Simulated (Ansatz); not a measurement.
**Cd on the Ga site (Cd_Ga) in wurtzite GaN**

Level of theory: PBE, PAW (plane waves to 420 eV; Ansatz, a first-principles code). A 3×2×2 supercell of 96 sites was used; the energies come from a 2×2×2 shifted sampling of its zone. Site at the start: the Ga site. Energies of charged states are corrected for periodic images (point charge plus alignment at distant sites). Dielectric constants: PBE linear response of the host. Host gap at this level: 1.71 eV. These values are not converged in cell size to better than tenths of an eV. PBE underestimates the host's gap, which shifts levels and can delocalise carriers. Spin–orbit coupling is left out. Each state is the lowest found from its start.

```tsv
charge	moment (μB)	largest move off a lattice site (Å)	image correction with alignment (eV)
+1*	not spin-polarised	0.22	–
0†	1.0	0.23	0.00
−1	not spin-polarised	0.23	0.05
```

* At this level the carrier isn't localised at the defect: at charge +1 holes occupy the valence band. Such a state is shallow or no state of the defect, and this cell gives it no level.

† Not settled in this cell, so no level is given: charge 0: carriers not clearly localised.

Flagged in the runs: a host whose relaxation on this sampling wasn't shown to rest.
